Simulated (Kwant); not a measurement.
System: wire with an abrupt hard-wall neck in a GaAs two-dimensional gas. Effective mass 0.067 mₑ, grid spacing 10 nm, hard walls, nominal width 300 nm (29 grid rows, so walls 300 nm apart), one parabolic valley, scattering region 900 nm long along x; energies count from the band bottom; Fermi energy swept from 3.118e-05 to 0.0009022 eV. Central neck 170 nm wide and 430 nm long.

Constants are typed, rounded textbook-type inputs, not results; the design itself was drawn at random and stands for no fabricated device.

Computed with Kwant: effective-mass tight-binding model on a square grid, one spin, coherent transport at 0 K. Conductance is in e²/h.

Density of the scattering states that come in from the left lead, at energy = 0.00024578 eV, in bins, relative to the largest site value (x marks bins outside the device):

```
|000000000000xxxxxxxxxxxxxxxxxxxxx00000000000|
|000000000000xxxxxxxxxxxxxxxxxxxxx00000000000|
|000000000000xxxxxxxxxxxxxxxxxxxxx00000000000|
|011110000000xxxxxxxxxxxxxxxxxxxxx00000000000|
|11211100010000000000000000000000000011111111|
|12221100111111110000000001111100001111111111|
|22322100122222221111111112222211111111111111|
|23332111123445443322222334454433222211111111|
|23432111235677765443333456777654332222222222|
|23443111246788886543334567888765432222222222|
|34443111246899987654445678999876433222222222|
|34443111246899987654445678999876433222222222|
|23443111246788886543334567888765432222222222|
|23432111235677765443333456777654332222222222|
|23332111123445443322222334454433222211111111|
|22322100122222221111111112222211111111111111|
|12221100111111110000000001111100001111111111|
|11211100010000000000000000000000000011111111|
|011110000000xxxxxxxxxxxxxxxxxxxxx00000000000|
|000000000000xxxxxxxxxxxxxxxxxxxxx00000000000|
|000000000000xxxxxxxxxxxxxxxxxxxxx00000000000|
|000000000000xxxxxxxxxxxxxxxxxxxxx00000000000|
```
Scale: ten equal steps from 0.000 (start of '0') to 0.984 (end of '9'), in the order '0123456789'; x runs from -430 to 430, y from -134 (bottom) to 134 (top).

The conductance there is 0.90 e²/h with 1 open channel(s) in the leads.
